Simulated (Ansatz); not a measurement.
System: fluorite NiSi2. Method: HSE06-D3(BJ) in Ansatz (plane waves, PAW).

Settings: plane-wave cutoff 460 eV, 10×10×10 k mesh, Fermi–Dirac smearing 0.05 eV, no spin polarisation, scalar-relativistic PAW data made under PBE.

Cell (relaxed at this level):

```yaml
crystal:
  lattice:
    - [0.00000, 2.65536, 2.65536]
    - [2.65536, 0.00000, 2.65536]
    - [2.65536, 2.65536, 0.00000]
  atoms:
    - { symbol: Si, position: [0.25000, 0.25000, 0.25000] }
    - { symbol: Si, position: [0.75000, 0.75000, 0.75000] }
    - { symbol: Ni, position: [0.00000, 0.00000, 0.00000] }
```

Task: Predict the bulk modulus and pressure derivative B′ of the bulk modulus.

Result: 
- bulk modulus = 175 GPa
- pressure derivative B′ of the bulk modulus = 5.2

Note: the run has no spin polarisation, so it can have missed a magnetic state.

Computed values are for the static lattice.

Ansatz is a program for electronic structure.
